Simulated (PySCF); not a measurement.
PySCF 2.14.0, TPSS/def2-svp, df: Mg(Cl)(SH)(dme) (C[O]1CC[O](C)->[Mg]<-1([SH])[Cl]), 20 atoms. The geometry is a generated start, not checked to be a minimum at this level.

```
Quantity                                       Value
-------------------------------  -------------------
task                             energy and gradient
method                                          tpss
basis                                       def2-svp
two-electron scheme                  density fitting
mol.max_memory                               7000 MB
mf.init_guess                        minao (default)
mf.DIIS                              CDIIS (default)
mf.diis_space                            8 (default)
mf.conv_tol                          1e-09 (default)
basis functions (reference run)                  193
grid points (reference run)                  1616640
```

```xyz
20

Mg    -1.4062     0.6931    -0.6111
Cl    -0.2971     0.7202    -2.5553
S     -3.1531     1.3918     0.7888
H     -4.0041     0.4483     0.4026
C      1.1372     2.3551     0.1507
O      0.3988     1.2169     0.5333
C      1.1678     0.0415     0.5982
C      0.2179    -1.0744     1.0211
O     -0.7624    -1.3168     0.0392
C     -0.3760    -2.2422    -0.9579
H      0.4289     3.1811     0.0871
H      1.6071     2.2033    -0.8279
H      1.9053     2.5820     0.9003
H      1.9761     0.1519     1.3352
H      1.5990    -0.1790    -0.3884
H     -0.3254    -0.7363     1.9118
H      0.7736    -1.9948     1.2475
H      0.5220    -1.9173    -1.4895
H     -1.1983    -2.2924    -1.6712
H     -0.2110    -3.2321    -0.5145
```

Yardstick: the run with mf.grids.level = 8, mf.grids.prune = nwchem_prune (default), which is not proven converged either. Each setting ran once; only counts and results are compared.

Settings tried, all else as in the reference:
- mf.grids.level = 1
- mf.grids.level = 6
- mf.grids.level = 3 (default)
- mf.grids.level = 3 (default), no pruning
- mf.grids.level = 3 (default), mf.grids.atom_grid = 75×302
- mf.grids.level = 5
- mf.grids.level = 3 (default), mf.grids.prune = treutler_prune
- mf.grids.level = 4
- mf.grids.level = 3 (default), mf.grids.atom_grid = 35×110
- mf.grids.level = 3 (default), mf.grids.atom_grid = 99×590
- mf.grids.level = 0
- mf.grids.level = 3 (default), mf.grids.atom_grid = 50×194
- mf.grids.level = 2

Q: Sort the settings: which keep to the reference within 1.0 meV/atom in energy, 10 meV/Å in forces (largest component), and which don't?

A: Within it: mf.grids.level = 6; mf.grids.level = 5; mf.grids.level = 4; mf.grids.level = 3 (default), mf.grids.atom_grid = 99×590. At the edge (between 0.75 and 1.33 times the tolerance): mf.grids.level = 3 (default), no pruning; mf.grids.level = 3 (default); mf.grids.level = 3 (default), mf.grids.prune = treutler_prune. Outside: mf.grids.level = 2; mf.grids.level = 3 (default), mf.grids.atom_grid = 75×302; mf.grids.level = 1; mf.grids.level = 3 (default), mf.grids.atom_grid = 50×194; mf.grids.level = 3 (default), mf.grids.atom_grid = 35×110; mf.grids.level = 0.

```
setting                                                        grid points  energy against the reference  difference in forces (largest component)
-------------------------------------------------------------  -----------  ----------------------------  ----------------------------------------
the reference                                                      1616640                             —                                         —
mf.grids.level = 6                                                  944584              −0.0020 meV/atom                                0.44 meV/Å
mf.grids.level = 5                                                  644552              −0.0050 meV/atom                                0.78 meV/Å
mf.grids.level = 4                                                  429080              −0.0093 meV/atom                                 1.9 meV/Å
mf.grids.level = 3 (default), mf.grids.atom_grid = 99×590           641800              −0.0090 meV/atom                                 1.9 meV/Å
mf.grids.level = 3 (default), no pruning                            406160               +0.047 meV/atom                                 8.7 meV/Å
mf.grids.level = 3 (default)                                        248864               +0.047 meV/atom                                 8.7 meV/Å
mf.grids.level = 3 (default), mf.grids.prune = treutler_prune       220296               +0.032 meV/atom                                 8.7 meV/Å
mf.grids.level = 2                                                  161368               +0.030 meV/atom                                  14 meV/Å
mf.grids.level = 3 (default), mf.grids.atom_grid = 75×302           288408               +0.023 meV/atom                                  15 meV/Å
mf.grids.level = 1                                                   77136               −0.048 meV/atom                                  58 meV/Å
mf.grids.level = 3 (default), mf.grids.atom_grid = 50×194           131184                −0.14 meV/atom                                  59 meV/Å
mf.grids.level = 3 (default), mf.grids.atom_grid = 35×110            57456                −0.93 meV/atom                                 330 meV/Å
mf.grids.level = 0                                                   18208                 +260 meV/atom                                 520 meV/Å
```

Total energies are compared; such shifts often cancel in part in energy differences. The gradients leave out the derivatives of the grid weights. The tolerance is a choice made for this comparison.
